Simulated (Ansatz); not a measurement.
## C axis length of IrB (P-6m2, No. 187, 2 atoms in the cell; start mp-1183252) at several levels of theory

No measured value is used here.

| level (code) | value (Å) |
|---|---|
| LDA (Ansatz) | 2.681 |
| PBEsol (Ansatz) | 2.696 |
| r²SCAN (Ansatz) | 2.700 |

Density-functional levels without +SOC have no spin–orbit coupling. LDA, PBEsol, r²SCAN: the run has no spin polarisation, so it can have missed a magnetic state. LDA, PBEsol, r²SCAN: the relaxation could not lower the start's symmetry, so the cell can be a saddle point above a distorted one. Cutoffs differ between the levels. Ansatz's density-functional and Hartree–Fock values are scalar-relativistic unless marked +SOC, with PAW data made under PBE.

A start named mp-… is a Materials Project structure, which need not be a measured phase.

Ansatz is a quantum-chemistry and plane-wave program.
